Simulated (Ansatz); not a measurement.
CdS (model structure, started from the h-BN type, P6₃/mmc, No. 194, 4 atoms in the cell) was calculated with HSE06+SOC (PAW; Ansatz, an electronic-structure program).

Input file:

Ansatz 0.2 input:
```yaml
crystal:
  lattice:
    - [4.38783119, 0.0000003119, 0.0]
    - [-2.1939158651, 3.7999731221, 0.0]
    - [0.0, 0.0, 5.727669347]
  atoms:
    - { symbol: Cd, position: [0.3333333333, 0.6666666667, 0.25] }
    - { symbol: Cd, position: [0.6666666667, 0.3333333333, 0.75] }
    - { symbol: S, position: [0.3333333333, 0.6666666667, 0.75] }
    - { symbol: S, position: [0.6666666667, 0.3333333333, 0.25] }
basis:
  ecutwfc: 460
  ecutrho_ratio: 4
  xc_grid: 2
kpoints:
  mp_grid: { grid: [6, 6, 4] }
hamiltonian:
  xc: hse06
  dispersion: none
  pseudopotentials: { kind: paw }
scf:
  occupations: { method: fermi_dirac, width: 0.01 }
  convergence: { dr2_threshold: 0.0000000004 }
output:
  forces: true
  stress: true
  eigenvalues: true
magnetization:
  noncollinear: true
  spin_orbit: true
```

Excerpt of the program's output:

```
WARN output.stress: scf.exx.energy_threshold = 1e-6 eV is looser than the 4e-8 eV advised for a stress under a hybrid functional (1e-8 eV for each atom of the …
Crystal: 4 atoms, lattice volume = 95.501 Å³
Basis set: ecut = 460 eV, 2175 PW (Γ), exchange–correlation on 64×64×90 points (8 copies of the dense FFT grid, shifted against one another)
Bands: 64, of which v1, the nominal top of the filled ones, is band 52 counted from 1 (51 counted from 0)
Symmetry: 24 space group operations + 24 with time reversal
k-points: 21 of 144
Initial density: superposition of atomic densities (chi_scale 0.1, normalization cell, long waves kept (reshape's long-wave potential 0.00 eV rms))
Crystal: 4 atoms, lattice volume = 95.501 Å³
Initial density: handed on by an earlier stage of this run
Crystal: 4 atoms, lattice volume = 95.501 Å³
SCF 3 converged in 7 iterations: F = -18322.180714 eV  dr2 = 6.00e-12
Free energy (F): -18322.180711 eV
Internal energy: -18322.180711 eV  (E = F + TS)
E sigma→0 (E₀):  -18322.180711 eV
Fermi energy:    7.911650 eV
--- Stress (GPa, compression-positive) ---
        0.893415       0.000000       0.000000
       -0.000000       0.893415       0.000000
        0.000000       0.000000       1.099256
  P = ⅓ Tr σ = 0.9620 GPa (9.620 kbar)
```

The PAW data were made under PBE.

Note: the relaxation could raise the start's symmetry but not lower it, so the cell can be a saddle point. Note: cell and atoms aren't relaxed at this level (pressure 1.0 GPa). Note: the cell has widely spaced layers and the level no dispersion term, so their spacing and the moduli can rest on weak binding.

The result took roughly 15 core-minutes.

A model structure was made by putting elements into a prototype or built by hand; it is no filed structure, need not be a known phase, and can be a saddle point held by its symmetry.
